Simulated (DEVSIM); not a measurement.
System: abrupt Si p-n junction, at 250 K.

Layer 1 from the left is Si, thickness (μm) 8.60, Na (cm⁻³) 6.5e18, τn (s) 5.7e-7, τp (s) 5.7e-7. Layer 2 from the left is Si, thickness (μm) 270, Nd (cm⁻³) 2.3e15, τn (s) 5.7e-7, τp (s) 5.7e-7.

Left contact: ohmic. Right contact: ohmic. Voltage is applied to the left contact. Recombination: SRH at mid-gap, radiative, Auger. Mobility is μmin + (μ − μmin)/(1 + (N/Nref)^α).

Constants are typed, rounded textbook-type inputs, not results; the design itself was drawn at random and stands for no fabricated device. Values at 300 K; Nc and Nv go as T^1.5, mobilities as T to minus their exponent, the gap by Varshni's rule with the affinity fixed.

Si: gap (eV) 1.124, affinity (eV) 4.05, permittivity 11.7, Nc (cm⁻³) 2.86e19, Nv (cm⁻³) 3.1e19, μn (cm²/Vs) 1417, μp (cm²/Vs) 470, μn,min 52, μp,min 45, Nref,n 9.7e16, Nref,p 2.2e17, αn 0.68, αp 0.72, T exponent of μn 2.3, T exponent of μp 2.2, B (cm³/s) 4.7e-15, Cn (cm⁶/s) 2.8e-31, Cp (cm⁶/s) 9.9e-32, Varshni α (eV/K) 0.000473, Varshni β (K) 636.

Simulated with DEVSIM: 1D drift-diffusion, Boltzmann statistics, complete ionisation; no tunnelling, impact ionisation, image-force lowering or self-heating.

What does the simulation give for the dark forward voltage at 100 A/cm², the dark forward voltage at 1 A/cm², the largest field in the device at zero bias?

dark forward voltage at 100 A/cm² 1.566 V; dark forward voltage at 1 A/cm² 0.768 V; largest field in the device at zero bias 130000 V/cm.
